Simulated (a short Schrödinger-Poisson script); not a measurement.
System: symmetric double-gate stack, SiO2 on p-type Si(110), at 300 K.

```csv
layer,material,thickness (nm),Na (cm⁻³)
1,SiO2,2.2,-
2,Si,6,1e16
3,SiO2,2.2,-
```

The device is made up for the run: typed textbook-type constants, with dimensions and the other settings drawn at random. SiO2: permittivity 3.9, conduction-band edge (eV) 3.15, gap (eV) 9, electron mass (mₑ) 0.5. Si: permittivity 11.7, conduction-band edge (eV) 0, gap (eV) 1.124, Nv at 300 K (cm⁻³) 3.1e19.

Channel valleys (confinement mass, in-plane density-of-states mass, number): Δ4 0.315, 0.324, 4; Δ2 0.19, 0.417, 2. At the gates, both at one voltage, the conduction-band edge of layer 1 lies 3.74 eV − eVg above the Fermi level of the channel. Gaps are held at their typed values at every temperature. Mesh 0.03 nm at interfaces.

Solved with a short Schrödinger-Poisson script written for these runs: 1D Poisson equation in equilibrium, electrons quantum, Hartree (BenDaniel-Duke, 12 states a valley, the channel's in-plane mass for all, wave functions ending at the dielectric), parabolic valleys, classical holes, full ionisation, no traps, pinning or gate leakage.

The same stack at other levels of the model or other numerical settings:

| run | sheet density of all electrons at Vg = 2 V (cm⁻²) | sheet density of all electrons at Vg = 0.8 V (cm⁻²) | capacitance of both gates at Vg = 2 V (μF/cm²) | rough cost against the base |
|---|---|---|---|---|
| base | 2.18e13 | 3.39e12 | 2.58 | about 1 |
| electrons treated as classical, Boltzmann | [?] | 4.31e12 | [?] | 0.04 |
| electrons treated as classical, Fermi-Dirac | [?] | 4.25e12 | 2.88 | 0.1 |
| mesh six times as coarse | 2.18e13 | 3.39e12 | 2.58 | 0.4 |
| one subband a valley | 2.16e13 | 3.38e12 | 2.54 | 0.4 |

Problem. Some entries are withheld; supply them.

Solution. 
- electrons treated as classical, Boltzmann, sheet density of all electrons at Vg = 2 V (cm⁻²): 2.61e13
- electrons treated as classical, Fermi-Dirac, sheet density of all electrons at Vg = 2 V (cm⁻²): 2.52e13
- electrons treated as classical, Boltzmann, capacitance of both gates at Vg = 2 V (μF/cm²): 3.02

The classical rows ignore confinement, and Boltzmann statistics overrate the density once the band edge passes the Fermi level.
